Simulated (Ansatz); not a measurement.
Amorphous Si₂₄O₅₁La₂

The cell was made by melting and quenching with the CHGNet potential and then relaxed with DFT. O atoms were pushed apart under 1.9 Å during the dynamics, to hinder bonds among them. The hot cell started wider than the set density and was brought back towards it in steps. It is the lowest in DFT energy of 2 quenches. It is a model cell: composition and starting density were chosen by hand, and all elements were melted together. No dispersion term was used.

Methods: PBE, scalar-relativistic without spin-orbit coupling (Ansatz, an electronic-structure program); r2SCAN, scalar-relativistic without spin-orbit coupling (Ansatz); HSE06, scalar-relativistic without spin-orbit coupling (Ansatz). Geometry, pressure, stress and energy are those of the PBE run. Its sampling: a 2×2×2 Γ-centred mesh; Fermi-Dirac width 0.02 eV; no spin polarisation. Other functionals are single points at the zone centre (r2SCAN at 500 eV; exact exchange cut at the cell's faces), free to take moments where seeds were set. At PBE the levels at the filled edge of the gap are localised (band-tail or defect states), and the nearest spread-out levels lie 5.2 eV apart at the zone centre.

```json
{
 "number_of_atoms_in_the_cell": "77",
 "Density (held, not predicted)": "2.51 g/cm³",
 "volume_per_atom": "15.19 Å³",
 "Pressure on a 2×2×2 Γ-centred mesh": "-5.2 kbar",
 "Largest force and stress component on that mesh (the relaxation ran on the zone centre alone)": "0.04 eV/Å and 0.5 GPa",
 "Energy relative to alpha cristobalite + hexagonal La2O3 (lowest mix at this level among the phases computed, not always the ambient ones)": "0.090 eV/atom",
 "Level gap on a 2×2×2 Γ-centred mesh (PBE)": "4.26 eV",
 "Level gap at the zone centre (PBE)": "4.26 eV",
 "Level gap at the zone centre (r2SCAN)": "4.84 eV",
 "Level gap at the zone centre (HSE06)": "5.95 eV"
}
```

Neighbours within Si-Si 2.60 Å, Si-O 2.02 Å, Si-La 3.20 Å, O-O 1.58 Å, O-La 3.00 Å, La-La 3.96 Å count as bonded. Two cations that share two anions don't count as bonded, nor two that share one unless they lie closer than Si-Si 2.38 Å, Si-La 3.11 Å, La-La 3.85 Å.

```yaml
Mean coordination of Si by anions: 4.00 (24 with 4)
Mean coordination of O: 2.12 (45 with 2, 6 with 3)
Mean coordination of La by anions: 6.00 (2 with 6)
Mean Si-O bond: 1.640 Å (spread 0.040 Å, 96 counted)
Mean O-La bond: 2.484 Å (spread 0.215 Å, 12 counted)
```

Its density started from a set value of 2.51 g/cm³. The simulated quench (nominally 400 K/ps over its main leg) is rapid and tends to freeze in more defects than a deposited or slowly cooled glass has. Values belong to this one cell and scatter from quench to quench. The volume was held where the preparation left it and the shape relaxed, at a PBE pressure of -0.5 GPa (tension). Stress components on the final sampling reach 0.5 GPa.
